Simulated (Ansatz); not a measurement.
Base system: TiAl (space group P4/mmm, No. 123; a = 2.7662 Å, c = 4.0021 Å; relaxed with 0.1 eV smearing). Axes: x, y, z lie along a, b, c of the conventional cell.

Calculations: LDA in Ansatz (plane waves to 420 eV, PAW, no spin-orbit coupling).

Modification: tensor shear ε_xz = +0.29 % (engineering shear γ = 0.0058); the atoms relax in the strained cell.

### Question
How does this affect the stress and energy relative to the base?

### Answer
The stress (xx, yy, zz, yz, xz, xy; compression positive) is (0.0, 0.0, 0.0, 0.0, -0.7, 0.0) GPa; the energy hardly moves.

Stability against distortions was not tested. The final runs are not spin-polarised.

Ansatz is an electronic-structure program.
